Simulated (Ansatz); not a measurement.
# A computed series for SiC: response to strain

The reference is SiC in the zinc blende structure (space group F-43m, No. 216; a = 4.329 Å). Axes: x, y, z lie along the cube axes.

Strains are applied to the cell and any free atomic positions relax.

Calculations: LDA in Ansatz (plane waves to 420 eV, PAW, without spin-orbit coupling).

Notes on the quantities. energy relative to the base: free energy F.

```tsv
uniaxial strain ε_zz (%)	energy relative to the base (meV/atom)
-3	11.6
-2.5	?
-2	5.1
-1.5	2.9
-1	1.3
-0.5	0.3
0	0.0
```

**Question.** Fit ΔE = Aε² + Bε³ (ε in %) to the rows shown and predict the withheld row.

**Answer.** Least squares on the printed values gives A = 1.27 and B = -0.0063 meV/atom (largest residual 0.0 meV/atom); this predicts 8.0 meV/atom, and the run gives 8.0 meV/atom, in agreement.

Stability against distortions was not tested.

Ansatz is a program for electronic structure.
